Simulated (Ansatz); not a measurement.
Worked example: dielectric-response calculation of Ca2Pb (Fm-3m, 3 atoms in the cell) in Ansatz (a first-principles code).

Level of theory: LDA (PW92), default PAW files made with PBE (plane waves; Ansatz).

```
Ca2Pb
1.0
    0.00000     3.82058     3.82058
    3.82058     0.00000     3.82058
    3.82058     3.82058     0.00000
Ca Pb
2 1
Direct
  0.75000   0.75000   0.75000
  0.25000   0.25000   0.25000
  0.00000   0.00000   0.00000
```

Reference input (self-consistent single point, DFT, LDA (PW92), plane waves, default PAW files made with PBE): basis.ecutwfc = 420 eV; kpoints.mp_grid.grid = 6 6 6; hamiltonian.xc = lda; hamiltonian.pseudopotentials = {kind: paw} (the program's default PAW files); scf.occupations.method = fixed. This run's input differs from it in these lines:

Ansatz 0.2 input:
```diff
@@ -12,3 +12,3 @@
 kpoints:
-  mp_grid: { grid: [6, 6, 6] }
+  mp_grid: { grid: [9, 9, 9] }
 hamiltonian:
@@ -18,6 +18,4 @@
   occupations: { method: fixed }
-output:
-  forces: true
-  eigenvalues: true
-  stress: true
+dielectric:
+  field_mesh: kpoints
```

The program printed (abridged):

```
SCF iter   1: F=—  HF=-15149.289210 eV  |F-HF|=—  |Δ(HF+E_count)|=         —  Δρ=4.38e-3  dr2=1.45e-2  ethr=1.77e-3  ⟨swp⟩=4.6  Hψ=6530  notcnv=0  defer=109
all-band conjugate gradients solve this SCF's bands
preconditioner: auto → none
SCF iter   2: F=—  HF=-15149.287363 eV  |F-HF|=—  |Δ(HF+E_count)|=   1.85e-3  Δρ=1.76e-3  dr2=1.76e-3  ethr=4.25e-5  ⟨swp⟩=2.1  Hψ=3019  notcnv=0  defer=145
SCF iter   3: F=—  HF=-15149.287559 eV  |F-HF|=—  |Δ(HF+E_count)|=   1.97e-4  Δρ=5.65e-4  dr2=1.95e-4  ethr=5.19e-6  ⟨swp⟩=1.9  Hψ=1691  notcnv=0  defer=147
SCF iter   4: F=—  HF=-15149.287583 eV  |F-HF|=—  |Δ(HF+E_count)|=   2.39e-5  Δρ=7.19e-5  dr2=1.35e-5  ethr=5.74e-7  ⟨swp⟩=2.0  Hψ=1875  notcnv=0  defer=101
SCF iter   5: F=—  HF=-15149.287578 eV  |F-HF|=—  |Δ(HF+E_count)|=   5.73e-6  Δρ=1.62e-5  dr2=1.32e-7  ethr=3.98e-8  ⟨swp⟩=2.8  Hψ=3222  notcnv=0  defer=62
SCF iter   6: F=—  HF=-15149.287578 eV  |F-HF|=—  |Δ(HF+E_count)|=   4.42e-7  Δρ=3.90e-6  dr2=6.31e-9  ethr=3.87e-10  ⟨swp⟩=3.0  Hψ=2848  notcnv=0  defer=32
SCF iter   7: F=-15149.287578 eV  HF=-15149.287578 eV  |F-HF|=3.64e-12  |Δ(HF+E_count)|=   2.63e-9  Δρ=2.14e-7  dr2=2.88e-11  ethr=1.00e-12  ⟨swp⟩=7.3  Hψ=8289  notcnv=0
SCF 1 converged in 7 iterations: F = -15149.287578 eV  dr2 = 2.88e-11
DFPT response loops at Γ: preconditioner auto → Resta (q_TF=auto, 2.238 Å⁻¹)  ε∞=9.0 (no band partly filled) …
   [... lines left out ...]
WARN: field response: the 9×9×9 k-mesh looks too coarse for the field response at k = (0.0000, 0.0000, 0.0000), direct gap 1.046 eV …
Free energy (F): -15149.287578 eV
Fermi energy:    5.499708 eV
   [... lines left out ...]
        -0.00000    1.67912    0.00000
         0.00000   -0.00000    1.67912
    site 2:
        -3.35824   -0.00000   -0.00000
         0.00000   -3.35824   -0.00000
         0.00000    0.00000   -3.35824
  Z* charge neutrality: 1.721e-5 e pre-enforcement
  k-mesh period / interband length: 48.6 Å / 4.08 Å = 11.91 at k = (0.0000, 0.0000, 0.0000), direct gap 1.046 eV — UNDER 14: by this measure the k-mesh is too coarse for the response
```

The run converged in 7 iterations. 

Summary of the result:
- Free energy E − TS (on the zero of these files) = -15149.2876 eV
- Top of the valence band (on the code's own zero) = 5.50 eV
- Gap on the k-point mesh = 0.74 eV
- ε∞ at this k-point mesh, which may be far from converged in small-gap cells (xx, yy, zz) = 13.1, 13.1, 13.1
- Born charges at this mesh (mean of the diagonal, e) = Ca 1.68, Ca 1.68, Pb -3.36

The starting cell comes from a database of computed structures (which also holds hypothetical and non-ambient phases and stackings), without a prior relaxation at this level. Its lattice was rescaled by up to half a per cent. Spin-orbit coupling is off.

Cost on one core of a shared machine: roughly 2 min.
